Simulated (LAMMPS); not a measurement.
Pressure dependence of CoAl (CsCl type) at 2470 K, from the melt.

Level of theory: classical MD, pair style meam, file MoCoNiVFeAlCr_2nn.meam, run in LAMMPS.

```
P (GPa)   state                  volume  coordination number of Al by Co  self-diffusion coefficient of Al (not corrected for cell size)        viscosity
-------  ------  ----------------------  -------------------------------  --------------------------------------------------------------  ---------------
0        liquid    15.45 ± 0.01 Å³/atom         6.40 (counted to 3.54 Å)                                     (1.00 ± 0.04) × 10^-4 cm²/s  2.1 ± 0.3 mPa s
2        liquid  14.857 ± 0.003 Å³/atom         6.13 (counted to 3.38 Å)                                       (8.2 ± 0.3) × 10^-5 cm²/s  2.2 ± 0.2 mPa s
5        liquid  14.200 ± 0.003 Å³/atom         6.73 (counted to 3.50 Å)                                       (6.1 ± 0.2) × 10^-5 cm²/s  2.6 ± 0.2 mPa s
```

Caution: a run this short can hold a crystal over, or a liquid under, the potential's own melting point, which these runs don't give.

Estimate the isothermal bulk modulus at zero pressure. A parabola P(ln V) through the three points gives −dP/d ln V = 44 GPa at zero pressure.

States go by the mean squared displacement: a species diffuses where it passes 1.5 Å², still rises and gives D over 1e-6 cm²/s; a crystal has left its structure where atoms lie 0.35 Å off their sites on average or a cubic box changes its shape by 3 %, or the axial ratios of another lie 8 % off the starting cell's, which the potential's own relaxation can also do.

Errors of D are the spread over four groups of atoms in one short run; a floor of about 5 %, a picked value, is safer.

Uncertainties are statistical and leave out the potential's own error.
